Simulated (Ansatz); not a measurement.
Start from Ti in the hcp (Mg type) structure (space group P6_3/mmc, No. 194).

```
CELL_PARAMETERS angstrom
      2.93591     0.00000     0.00000
     -1.46796     2.54258     0.00000
      0.00000     0.00000     4.63642
ATOMIC_POSITIONS crystal
  Ti 0.33333 0.66667 0.75000
  Ti 0.66667 0.33333 0.25000
```

Cartesian axes are those of the cell as printed.

All numbers come from Ansatz (a quantum-chemistry and plane-wave program) r2SCAN, scalar-relativistic without spin-orbit coupling.

For the base:

```
Property                        Result
-----------------------------  -------
Pressure                       0.0 GPa
Shortest interatomic distance  2.872 Å
```

The change: tensile biaxial strain of 4.66 % in the plane normal to [001], as in epitaxy on a mismatched substrate; the out-of-plane cell vector and the atoms relax.

Question: How does this affect the pressure and shortest interatomic distance?

Answer: The pressure (mean of the normal stresses, compression positive) goes from zero to -5.7 GPa; the shortest interatomic distance decreases by 0.0174 Å (2.872 Å → 2.854 Å).

Without a gap, meshes like the base's 18×18×10 leave anisotropic stresses uncertain by several tenths of a GPa, and small strain energies with them. Whether these cells are dynamically stable was not tested. All final runs are without spin polarisation.
